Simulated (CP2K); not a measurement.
## CP2K run on ZnCu₂SnS₄ (I-4, 8 atoms in the cell): self-consistent single point

Method: PBE, GPW, DZVP-MOLOPT-SR-GTH basis, GTH-PBE potentials (GTH_POTENTIALS) run with CP2K.

This input was run:

```
&GLOBAL
  PROJECT calc
  RUN_TYPE ENERGY_FORCE
  PRINT_LEVEL LOW
&END GLOBAL
&FORCE_EVAL
  METHOD Quickstep
  STRESS_TENSOR ANALYTICAL
  &DFT
    BASIS_SET_FILE_NAME BASIS_MOLOPT
    POTENTIAL_FILE_NAME GTH_POTENTIALS
    &QS
      METHOD GPW
      EPS_DEFAULT 1E-10
    &END QS
    &MGRID
      CUTOFF 600
      REL_CUTOFF 60
      NGRIDS 5
    &END MGRID
    &SCF
      SCF_GUESS ATOMIC
      EPS_SCF 1E-6
      MAX_SCF 100
      ADDED_MOS 11
      &DIAGONALIZATION
        ALGORITHM STANDARD
      &END DIAGONALIZATION
      &MIXING
        METHOD BROYDEN_MIXING
        ALPHA 0.3
        NBUFFER 8
        BETA 1.5
      &END MIXING
      &SMEAR ON
        METHOD FERMI_DIRAC
        ELECTRONIC_TEMPERATURE [K] 1160.45
      &END SMEAR
    &END SCF
    &KPOINTS
      SCHEME MONKHORST-PACK 4 4 4
      GAMMA_CENTERED T
    &END KPOINTS
    &XC
      &XC_FUNCTIONAL PBE
      &END XC_FUNCTIONAL
    &END XC
    &PRINT
      &MO
        EIGENVALUES T
        OCCUPATION_NUMBERS T
        NDIGITS 8
        FILENAME mo
        &EACH
          QS_SCF 0
        &END EACH
        ADD_LAST NUMERIC
      &END MO
      &MULLIKEN OFF
      &END MULLIKEN
    &END PRINT
  &END DFT
  &SUBSYS
    &CELL
      ABC 6.64818200 6.64818274 6.64818168
      ALPHA_BETA_GAMMA 131.81613101 131.81612976 70.51958242
      PERIODIC XYZ
    &END CELL
    &COORD
      Zn       3.32409125     0.00000025     1.91894700
      Cu       0.00000000     0.00000000     0.00000000
      Cu       1.10853375     3.13380575     1.91894700
      Sn       4.43262450     3.13380550     0.00000000
      S        1.12819705     0.83014532     1.83290142
      S        0.01392358    -2.44562132     3.81133577
      S        5.59148489     3.92057897     2.00499258
      S        2.13164449     3.96250903     0.02655823
    &END COORD
    &KIND Zn
      BASIS_SET DZVP-MOLOPT-SR-GTH-q12
      POTENTIAL GTH-PBE-q12
    &END KIND
    &KIND Cu
      BASIS_SET DZVP-MOLOPT-SR-GTH-q11
      POTENTIAL GTH-PBE-q11
    &END KIND
    &KIND Sn
      BASIS_SET DZVP-MOLOPT-SR-GTH-q4
      POTENTIAL GTH-PBE-q4
    &END KIND
    &KIND S
      BASIS_SET DZVP-MOLOPT-SR-GTH-q6
      POTENTIAL GTH-PBE-q6
    &END KIND
  &END SUBSYS
  &PRINT
    &FORCES ON
    &END FORCES
    &STRESS_TENSOR ON
    &END STRESS_TENSOR
  &END PRINT
&END FORCE_EVAL
```

Log, with long lists cut:

```
 GLOBAL| Method name                                                        CP2K
 GLOBAL| Project name                                                       calc
 GLOBAL| Run type                                                   ENERGY_FORCE

 TOTAL NUMBERS AND MAXIMUM NUMBERS

  Total number of            - Atomic kinds:                                   4
                             - Atoms:                                          8
                             - Shell sets:                                     8
                             - Shells:                                        46
                             - Primitive Cartesian functions:                 39
                             - Cartesian basis functions:                    160
                             - Spherical basis functions:                    140

  Maximum angular momentum of- Orbital basis functions:                        3
                             - Local part of the GTH pseudopotential:          0
                             - Non-local part of the GTH pseudopotential:      4

 SCF PARAMETERS         Density guess:                                    ATOMIC
                        max_scf:                                             100
                        max_diis:                                              4
                        eps_scf:                                        1.00E-06
                        eps_diis:                                       1.00E-01
                        eps_eigval:                                     1.00E-05
                        level_shift [a.u.]:                             0.000000
                        added MOs                                        11    0
                        Mixing method:                            BROYDEN_MIXING
                                                charge density mixing in g-space
                        Smear method:                                FERMI_DIRAC
                        Electronic temperature [K]:                       1160.5
                        Electronic temperature [a.u.]:                  3.67E-03
                        Accuracy threshold:                             1.00E-10
                        No outer SCF

 Extrapolation method: initial_guess

 Number of electrons:                                                         62
 Number of occupied orbitals:                                                 31
 Number of molecular orbitals:                                                42

 Number of orbital functions:                                                140
 Number of independent orbital functions:                                    140

 SCF WAVEFUNCTION OPTIMIZATION

  Step     Update method      Time    Convergence         Total energy    Change
     1 NoMix/Diag. 0.30E+00      -     1.51152621      -201.4581785837 -2.01E+02
     2 Broy./Diag. 0.30E+00      -     0.26956420      -202.6751452901 -1.22E+00
     3 Broy./Diag. 0.30E+00      -     0.02427571      -200.8961615021  1.78E+00
     4 Broy./Diag. 0.30E+00      -     0.10618210      -200.9589414259 -6.28E-02
     5 Broy./Diag. 0.30E+00      -     0.03092688      -201.2815023324 -3.23E-01
     6 Broy./Diag. 0.30E+00      -     0.01479841      -201.3587997343 -7.73E-02
     7 Broy./Diag. 0.30E+00      -     0.00324718      -201.2656783541  9.31E-02
   [... 8 lines left out ...]
    16 Broy./Diag. 0.30E+00      -     0.00000611      -201.2419850129  1.01E-04
    17 Broy./Diag. 0.30E+00      -     0.00000884      -201.2419769633  8.05E-06
    18 Broy./Diag. 0.30E+00      -     0.00000219      -201.2420113661 -3.44E-05
    19 Broy./Diag. 0.30E+00      -     0.00000440      -201.2420361288 -2.48E-05
    20 Broy./Diag. 0.30E+00      -     0.00000050      -201.2420324556  3.67E-06

  *** SCF run converged in    20 steps ***

  Electronic density on regular grids:        -61.9999999420        0.0000000580
  Core density on regular grids:               61.9999999917       -0.0000000083
  Total charge density on r-space grids:        0.0000000497
  Total charge density g-space grids:           0.0000000497

  Overlap energy of the core charge distribution:               0.00000002249557
  Self energy of the core charge distribution:               -312.63441303254916
  Core Hamiltonian energy:                                     92.56874381788026
  Hartree energy:                                              53.54673544184068
  Exchange-correlation energy:                                -34.72267621241570
  Electronic entropic energy:                                  -0.00042249375688
  Fermi energy:                                                 0.17384422904141

  Total energy:                                              -201.24203245559076
  Total energy (extrapolated to T->0):                       -201.24182120871231

 ENERGY| Total FORCE_EVAL ( QS ) energy [hartree]           -201.242027995697413

 FORCES| Atomic forces [hartree/bohr]
 FORCES|   Atom     x               y               z               |f|
 FORCES|      1 -3.31012070E-08 -3.13505365E-07 -1.78162596E-07   3.62109396E-07
 FORCES|      2  4.56737942E-07 -4.18761667E-07  2.03550843E-07   6.52229889E-07
 FORCES|      3  2.87348048E-07 -1.91615338E-07 -9.82592564E-08   3.59082469E-07
 FORCES|      4 -1.93029654E-07  3.08086396E-07  1.96653037E-07   4.13340165E-07
 FORCES|      5  1.94219481E-03  1.72314988E-03 -3.39502333E-03   4.27405540E-03
 FORCES|      6 -1.47627276E-04 -4.26128423E-03 -2.85940670E-04   4.27341774E-03
 FORCES|      7  2.27190350E-03  1.25643384E-03  3.39453061E-03   4.27352426E-03
 FORCES|      8 -4.06703398E-03  1.28228467E-03  2.86138522E-04   4.27397878E-03
 FORCES| Sum    -4.49882324E-08 -3.16420629E-08 -1.71081936E-07
 FORCES| Total atomic force                                       1.79705843E-07

 STRESS| Analytical stress tensor [bar]
 STRESS|                        x                   y                   z
 STRESS|      x        2.57335300202E+04  -2.19654714352E+02  -8.15231655772E+00
 STRESS|      y       -2.19654714352E+02   2.58894640713E+04  -5.46996398042E+00
 STRESS|      z       -8.15231655772E+00  -5.46996398042E+00   2.60433787464E+04
 STRESS| 1/3 Trace                                             2.58887909460E+04
```

The run converged in 20 iterations.

The starting cell comes from a database of computed structures (which also holds hypothetical and non-ambient phases and stackings), without a prior relaxation at this level. Its lattice was rescaled by a random factor within 2.5 % of one. Spin polarisation is off. Values carry the incompleteness of an atom-centred basis. The run gives no clean gap (levels at the Fermi energy touch, overlap or are partly filled at this smearing), which alone does not show that the compound is a metal.

Cost on one core of a shared machine: roughly 4 min.
